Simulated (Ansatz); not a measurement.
Worked example: self-consistent single point of YAl₂ (R3m, 6 atoms in the cell) in Ansatz (a first-principles code).

Computed with PBEsol, default PAW files made with PBE (plane waves; Ansatz).

The change in words: lattice scaled by 0.98; basis.ecutwfc: 420 eV → 460 eV. Reference geometry:
```
YAl2
1.0
    0.00000     3.91266     3.91266
    3.91266     0.00000     3.91266
    3.91266     3.91266     0.00000
Y Al
2 4
Cartesian
  5.89786   5.89786   5.89786
  3.91266   3.91266   3.91266
  2.93450   0.97817   2.93450
  0.97817   0.97817   0.97817
  0.97817   2.93450   2.93450
  2.93450   2.93450   0.97817
```

Reference input (self-consistent single point, DFT, PBEsol, plane waves, default PAW files made with PBE): basis.ecutwfc = 420 eV; kpoints.mp_grid.grid = 7 7 7; hamiltonian.xc = pbesol; hamiltonian.pseudopotentials = {kind: paw} (the program's default PAW files); scf.occupations.method = fermi_dirac; scf.occupations.width = 0.1 eV. This run's input differs from it in these lines:

Ansatz 0.2 input:
```diff
@@ -3,5 +3,5 @@
   lattice:
-    - [0.000000, 3.912662, 3.912662]
-    - [3.912662, 0.000000, 3.912662]
-    - [3.912662, 3.912662, 0.000000]
+    - [0.000000, 3.834409, 3.834409]
+    - [3.834409, 0.000000, 3.834409]
+    - [3.834409, 3.834409, 0.000000]
   atoms:
@@ -14,3 +14,3 @@
 basis:
-  ecutwfc: 420.0
+  ecutwfc: 460.0
 kpoints:
```

Log, with long lists cut:

```
SCF iter   1: F=—  HF=-9691.598750 eV  |F-HF|=—  |Δ(HF+E_count)|=         —  Δρ=2.54e-3  dr2=7.10e-3  ethr=1.77e-3  ⟨swp⟩=6.2  Hψ=5168  notcnv=0
all-band conjugate gradients solve this SCF's bands
preconditioner: auto → Kerker (q_TF=auto, 2.234 Å⁻¹)
SCF iter   2: F=—  HF=-9691.598256 eV  |F-HF|=—  |Δ(HF+E_count)|=   4.94e-4  Δρ=1.49e-3  dr2=2.24e-3  ethr=2.09e-5  ⟨swp⟩=1.3  Hψ=1382  notcnv=0
SCF iter   3: F=—  HF=-9691.598091 eV  |F-HF|=—  |Δ(HF+E_count)|=   1.66e-4  Δρ=2.00e-4  dr2=6.57e-5  ethr=6.60e-6  ⟨swp⟩=1.4  Hψ=1126  notcnv=0
SCF iter   4: F=—  HF=-9691.598079 eV  |F-HF|=—  |Δ(HF+E_count)|=   1.11e-5  Δρ=4.66e-5  dr2=1.25e-6  ethr=1.93e-7  ⟨swp⟩=2.1  Hψ=1238  notcnv=0
iter 5 did not close the SCF: its close was put off for the readings that it lacked (scf_convergence_deferred on its scf_iter line)
SCF iter   5: F=-9691.598079 eV  HF=-9691.598079 eV  |F-HF|=6.82e-10  |Δ(HF+E_count)|=   1.80e-8  Δρ=4.39e-6  dr2=1.51e-8  ethr=3.68e-9  ⟨swp⟩=2.7  Hψ=1734  notcnv=0
SCF iter   6: F=-9691.598079 eV  HF=-9691.598079 eV  |F-HF|=1.76e-10  |Δ(HF+E_count)|=   2.88e-9  Δρ=6.90e-7  dr2=5.75e-10  ethr=4.44e-11  ⟨swp⟩=2.1  Hψ=3089  notcnv=0
SCF 1 converged in 6 iterations: F = -9691.598079 eV  dr2 = 5.75e-10
Free energy (F): -9691.598079 eV
Internal energy: -9691.487221 eV  (E = F + TS)
E sigma→0 (E₀):  -9691.542650 eV
Entropy (-TS):   -0.110858 eV (-18.476 meV/atom)
Fermi energy:    10.041746 eV
--- Forces (eV/Å), atoms counted from 1 ---
  atom   1  Y     -0.20481393    -0.20481393    -0.20481393
  atom   2  Y      0.05702239     0.05702239     0.05702239
  atom   3  Al     0.03678304     0.05471626     0.03678304
  atom   4  Al     0.01951012     0.01951012     0.01951012
  atom   5  Al     0.05471626     0.03678304     0.03678304
  atom   6  Al     0.03678304     0.03678304     0.05471626
--- Stress (GPa, compression-positive) ---
        5.052214      -0.014472      -0.014472
       -0.014472       5.052214      -0.014472
       -0.014472      -0.014472       5.052214
  P = ⅓ Tr σ = 5.0522 GPa (50.522 kbar)
  The stress holds the Pulay correction. Without it, at fixed plane waves, as pw.x and ABINIT print it: P = 5.0476 GPa
```

The run converged in 6 iterations. Against the reference run the free energy rises by 15.2 meV/atom, the pressure goes from -0.54 to 5.05 GPa and the largest force goes from 0.299 to 0.355 eV/Å.

The starting cell comes from a database of computed structures (which also holds hypothetical and non-ambient phases and stackings), without a prior relaxation at this level. Its lattice was rescaled by up to half a per cent. One atom was moved a little off its site on purpose. For this run, on top of that: lattice scaled by 0.98. Ansatz's pressure includes its estimate of the finite-basis (Pulay) stress.
